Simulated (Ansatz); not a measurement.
NiO: pressure series

The parent structure is NiO in the rock salt structure (space group Fm-3m, No. 225; a = 4.1886 Å; ferromagnetic).

Cell and atoms are relaxed at each pressure.

Calculations: r2SCAN, PAW, 500 eV (Ansatz, a quantum-chemistry and plane-wave program; no spin-orbit coupling).

```
pressure (GPa)  volume per atom (Å³/atom)
--------------  -------------------------
-2                                  9.273
-1                                  9.229
0                                   9.186
0.9                                     ?
2.1                                 9.099
9                                   8.840
15                                  8.643
22.5                                8.426
30                                  8.234
```

Fit the third-order Birch–Murnaghan form P(V) = (3B₀/2)[(V₀/V)^(7/3) − (V₀/V)^(5/3)]·[1 + (3/4)(B₀′ − 4)((V₀/V)^(2/3) − 1)] (squares taken in P) to the rows shown and predict the withheld row.

Least squares on the printed values gives V₀ = 9.186 Å³/atom, B₀ = 215 GPa, B₀′ = 4.4; this predicts 9.148 Å³/atom, and the run gives 9.148 Å³/atom, in agreement.

Load acts through the strain it causes; cell and atoms are relaxed under it. Whether these cells are dynamically stable was not tested. No other phases were tried under pressure. No Hubbard U is applied and the magnetic state is the run's own (NiO ferromagnetic); small cells can't hold the antiferromagnetic order that many such compounds have, so gaps and moments can be off. In its common phase, real NiO is an antiferromagnetic insulator at low temperature.
